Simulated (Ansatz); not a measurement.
# BaCu2S2 (space group I4/mmm, No. 139; a cell from a computed database, its experimental status unchecked)

```yaml
crystal:
  lattice:
    - [-1.91852, 1.91852, 6.20280]
    - [1.91852, -1.91852, 6.20280]
    - [1.91852, 1.91852, -6.20280]
  atoms:
    - { symbol: Ba, position: [0.00000, 0.00000, 0.00000] }
    - { symbol: Cu, position: [0.75000, 0.25000, 0.50000] }
    - { symbol: Cu, position: [0.25000, 0.75000, 0.50000] }
    - { symbol: S, position: [0.63896, 0.63896, 0.00000] }
    - { symbol: S, position: [0.36104, 0.36104, 0.00000] }
```

The values are results of plane-wave PAW DFT at the PBEsol level (Ansatz, a quantum-chemistry and plane-wave program, 420 eV), no spin-orbit coupling, not measurements. Settings: 12×12×12 k-points, 0.05 eV Fermi–Dirac smearing.

```yaml
volume_per_atom: 18.26 Å³
density: 5.97 g/cm³
band_gap: 0.36 eV, direct at Γ
electron_mass: 1.6 mₑ along c, 0.12 mₑ across
total_energy: -4162.990 eV/atom (σ→0; compares only within this code and set-up)
```

Effective masses come from finite differences of ±0.01 Å⁻¹. Stability against distortions was not tested. All final runs are without spin polarisation.
